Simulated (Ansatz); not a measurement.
Base system: CuCl in the zinc blende structure (space group F-43m, No. 216).

```
CELL_PARAMETERS angstrom
      0.00000     2.71202     2.71202
      2.71202     0.00000     2.71202
      2.71202     2.71202     0.00000
ATOMIC_POSITIONS crystal
  Cl 0.75000 0.75000 0.75000
  Cu 0.00000 0.00000 0.00000
```

Level of theory: DFT with PBE, PAW potentials and a 420 eV plane-wave cutoff in Ansatz (an electronic-structure program), scalar-relativistic without spin-orbit coupling.

One change was made to it. Results:

The gap character stays direct at Γ; the density goes up by 0.63 g/cm³ (4.12 g/cm³ → 4.75 g/cm³); the shortest interatomic distance decreases by 10.9 pm, from 234.9 pm to 224.0 pm; the electron mass goes from 0.22 mₑ (at Γ) to 0.24 mₑ (at Γ).

Task: Which of these changes matches the shifts?
A) pressure 0.3 GPa
B) pressure 10 GPa
C) pressure 5 GPa

Result: B, pressure 10 GPa. For comparison, the electron mass in the other runs: pressure 5 GPa gives 0.23 mₑ (at Γ); pressure 0.3 GPa gives 0.22 mₑ (at Γ).

Load acts through the strain it causes; cell and atoms are relaxed under it. Effective masses come from finite differences of ±0.01 Å⁻¹. No phonon test of stability was made. Tetrahedral semiconductors of this kind turn to denser phases somewhere between about 1 and 50 GPa; those were not computed, so compressed cells here can lie past the real transition. No Hubbard U is applied. The final runs are not spin-polarised.
